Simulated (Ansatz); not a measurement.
Take TaSi$_{2}$ (space group P6_222, No. 180) as the base.

```yaml
crystal:
  lattice:
    - [4.80299, 0.00000, 0.00000]
    - [-2.40149, 4.15951, 0.00000]
    - [0.00000, 0.00000, 6.60342]
  atoms:
    - { symbol: Ta, position: [0.50000, 0.00000, 0.00000] }
    - { symbol: Ta, position: [0.50000, 0.50000, 0.33333] }
    - { symbol: Ta, position: [0.00000, 0.50000, 0.66667] }
    - { symbol: Si, position: [0.15903, 0.31806, 0.00000] }
    - { symbol: Si, position: [0.84097, 0.15903, 0.33333] }
    - { symbol: Si, position: [0.68194, 0.84097, 0.66667] }
    - { symbol: Si, position: [0.84097, 0.68194, 0.00000] }
    - { symbol: Si, position: [0.15903, 0.84097, 0.33333] }
    - { symbol: Si, position: [0.31806, 0.15903, 0.66667] }
```

Cartesian axes are those of the cell as printed.

Computed with PBE/PAW in Ansatz (a first-principles code), no spin-orbit coupling.

For the base:

* **Volume per atom**: 14.66 Å³
* **Pressure**: 0.0 GPa

The change: biaxial strain −0.38 %, plane normal [001], relaxed out of plane (Cartesian); in-plane vectors clamped, the third vector and the atoms free.

Task: Predict the new volume per atom and pressure.

Result: The volume per atom decreases by 0.09 Å³ (14.66 Å³ → 14.57 Å³); the pressure (mean of the normal stresses, compression positive) goes from zero to 1.0 GPa.

No phonon test of stability was made. All final runs are without spin polarisation. An odd electron count without spin: TaSi2.
